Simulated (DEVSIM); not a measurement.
System: abrupt Si p-n junction, at 300 K.

Layer 1 from the left is Si, thickness (μm) 26.0, Na (cm⁻³) 2.7e17, τn (s) 5.4e-7, τp (s) 5.4e-7. Layer 2 from the left is Si, thickness (μm) 23.0, Nd (cm⁻³) 3.4e15, τn (s) 5.4e-7, τp (s) 5.4e-7.

Left contact: ohmic. Right contact: ohmic. Voltage is applied to the left contact. Recombination: SRH at mid-gap. Gap narrowing is on: ΔEg = 6.92 meV × (l + √(l² + 0.5)), l = ln(N/1.3e17 cm⁻³), shared equally by both band edges. Mobility is constant in doping.

The device is made up for the run: typed textbook-type constants, with dimensions and the other settings drawn at random. Values at 300 K.

Si: gap (eV) 1.124, affinity (eV) 4.05, permittivity 11.7, Nc (cm⁻³) 2.86e19, Nv (cm⁻³) 3.1e19, μn (cm²/Vs) 1417, μp (cm²/Vs) 470.

Model (solved in DEVSIM): 1D drift-diffusion, Boltzmann statistics, complete ionisation; no tunnelling, impact ionisation, image-force lowering or self-heating.

### Question
What does the simulation give for the dark forward voltage at 100 A/cm², the dark forward voltage at 1 A/cm²?

### Answer
dark forward voltage at 100 A/cm² 0.813 V; dark forward voltage at 1 A/cm² 0.625 V.
